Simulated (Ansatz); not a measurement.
The reference is CdS in the wurtzite structure (space group P6_3mc, No. 186; a = 4.1235 Å, c = 6.7111 Å). Axes: x lies along a and z along c of the hexagonal cell.

It is then changed as follows: the cell is compressed by 1.54 % along x with no lateral relaxation; the atoms relax in the strained cell.

Levels (all Ansatz, a quantum-chemistry and plane-wave program, PAW): PBEsol (420 eV, without spin-orbit coupling); PBEsol+SOC (420 eV, spin-orbit coupling included).

The geometry is relaxed with PBEsol.

```
Quantity                                      Value
----------------------------  ---------------------
PBEsol pressure                            0.97 GPa
PBEsol valence-band top at Γ  0.00, -0.05, -0.10 eV
PBEsol gap character                    direct at Γ
PBEsol band gap                             1.08 eV
```

**Question.** Predict the pressure, valence-band top at Γ, gap character and band gap from PBEsol+SOC.

**Answer.** The pressure decreases by 0.06 GPa to 0.91 GPa; the valence-band top at Γ (three highest Kramers pairs, from the VBM) becomes 0.00, -0.06, -0.12 eV (PBEsol: 0.00, -0.05, -0.10 eV); the gap character is still direct at Γ; the band gap remains 1.08 eV.

Single points use the geometry relaxed with PBEsol. Differences between runs with and without spin-orbit coupling are approximate. Whether these cells are dynamically stable was not tested. k-point labels follow each cell's own Brillouin zone.
